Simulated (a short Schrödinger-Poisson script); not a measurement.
Structure: gated Al0.25Ga0.75As/GaAs δ-doped gas in a quantum well, at 300 K.

| layer | material | thickness (nm) | Na (cm⁻³) |
|---|---|---|---|
| 1 | Al0.25Ga0.75As | 15 | - |
| 2 | Al0.25Ga0.75As | 10 | - |
| 3 | GaAs | 8 | - |
| 4 | Al0.25Ga0.75As | 4000 | 4e14 |

The device is made up for the run: typed textbook-type constants, with dimensions and the other settings drawn at random. Al0.25Ga0.75As: permittivity 12.19, conduction-band edge (eV) 0.198, gap (eV) 1.736, electron mass (mₑ) 0.0878, Nv at 300 K (cm⁻³) 9e18. GaAs: permittivity 12.9, conduction-band edge (eV) 0, gap (eV) 1.424, Nv at 300 K (cm⁻³) 9e18.

Channel valleys (confinement mass, in-plane density-of-states mass, number): Γ 0.067, 0.067, 1. At the gate the conduction-band edge of layer 1 lies 0.95 eV − eVg above the Fermi level of the channel; the field vanishes at the back. Sheet of ionised δ-doping: +1.9e12 e/cm² at 15 nm from the gate. The barrier under the gate holds no holes. Gaps are held at their typed values at every temperature. Mesh 0.08 nm at interfaces.

From a short Schrödinger-Poisson script (our own, NumPy): 1D Poisson equation in equilibrium, electrons quantum, Hartree (BenDaniel-Duke, 40 states a valley, the channel's in-plane mass for all, wave functions free to enter the barrier), parabolic valleys, classical holes, full ionisation, no traps, pinning or gate leakage.

Problem. List the lowest subbands of each valley and their electrons at Vg = 0.5 V.

Solution. 
| valley | subband | energy from the Fermi level (meV) | electrons (cm⁻²) | share (%) |
|---|---|---|---|---|
| Γ | 0 | 19.6 | 2.78e11 | 96.9 |
| Γ | 1 | 124.5 | 5.83e9 | 2.0 |
| Γ | 2 | 148.7 | 2.30e9 | 0.8 |

All electrons: 2.87e11 cm⁻².
